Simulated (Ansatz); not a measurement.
The parent structure is Mo in the bcc (W type) structure (space group Im-3m, No. 229; a = 3.161 Å).

Method: PBE in Ansatz (plane waves to 420 eV, PAW, no SOC).

One change was made to it. Results:

The shortest interatomic distance drops by 0.0668 Å (2.737 Å → 2.671 Å); the density rises by 0.78 g/cm³, from 10.09 g/cm³ to 10.87 g/cm³.

Task: Name the change that was made.
(A) pressure 22.5 GPa
(B) pressure 2.1 GPa
(C) pressure −1 GPa

Result: A, pressure 22.5 GPa. For comparison, the shortest interatomic distance in the other runs: pressure −1 GPa gives 2.741 Å; pressure 2.1 GPa gives 2.730 Å.

Load acts through the strain it causes; cell and atoms are relaxed under it. Stability against distortions was not tested. Competing high-pressure phases were not computed. The final runs are not spin-polarised.

Ansatz is a quantum-chemistry and plane-wave program.
